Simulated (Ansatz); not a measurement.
AlCdNO (model structure, started from the AlSiCN type, P3m1, No. 156, 4 atoms in the cell) was calculated with HSE06+SOC (plane waves, PAW; Ansatz, an electronic-structure program).

Settings: plane-wave cutoff 460 eV, 9×9×4 k mesh (along the axes of the cell as run), Fermi–Dirac smearing 0.01 eV, PAW data made under PBE.

Cell (relaxed with PBEsol):

Space group P3m1 (No. 156); a = 3.2163 Å, b = 3.2163 Å, c = 5.6225 Å, α = 90.00°, β = 90.00°, γ = 120.00°

```tsv
atom	site	symmetry	x	y	z
Al	1b	3m.	0.3333	0.6667	0.4998
Cd	1c	3m.	0.6667	0.3333	0.9761
O	1b	3m.	0.3333	0.6667	0.1820
N	1c	3m.	0.6667	0.3333	0.5921
```

Question: Give the computed band gap.

Answer: 
* **band gap**: 2.68 eV (direct)

Note: the relaxation could raise the start's symmetry but not lower it, so the cell can be a saddle point; cell and atoms aren't relaxed at this level (largest force component 0.26 eV/Å).

It cost roughly 20 core-minutes of CPU time.

A model structure was made by putting elements into a prototype or built by hand; it is no filed structure, need not be a known phase, and can be a saddle point held by its symmetry.
